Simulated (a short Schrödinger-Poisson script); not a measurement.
From a short Schrödinger-Poisson script (our own, NumPy): one-band effective-mass equation with BenDaniel-Duke matching, electrons, heavy and light holes apart, hard walls at the outer ends, one valence edge for both holes (no strain splitting), no charge, excitons, band mixing or non-parabolicity; under a field the levels are quasi-bound states of a box, listed while three quarters of their weight lies within 4 nm of the wells.

Structure: single GaAs/Al0.3Ga0.7As quantum well.

From the first side: 20 nm Al0.3Ga0.7As; 6 nm GaAs; 20 nm Al0.3Ga0.7As.

The device is made up for the run: typed textbook-type constants, with dimensions and the other settings drawn at random. GaAs: direct gap (eV) 1.424, conduction-band edge (eV) 0, electron mass (mₑ) 0.067, heavy-hole mass 0.377, light-hole mass 0.09. Al0.3Ga0.7As: direct gap (eV) 1.798, conduction-band edge (eV) 0.237, electron mass (mₑ) 0.0919, heavy-hole mass 0.407, light-hole mass 0.117.

The valence-band edge of each layer lies one gap below its conduction-band edge. The electron's potential energy rises along the stack by the applied field. Mesh 0.03 nm at interfaces.

Question: Give the hh1 − lh1 (meV); the e2 − e1 (meV); the e1 above the well's band edge (meV).

Answer: hh1 − lh1 (meV): 24.5; e2 − e1 (meV): 154; e1 above the well's band edge (meV): 59.8. Excitons are left out, and strain enters only through the typed gaps and offsets, so measured lines lie elsewhere.
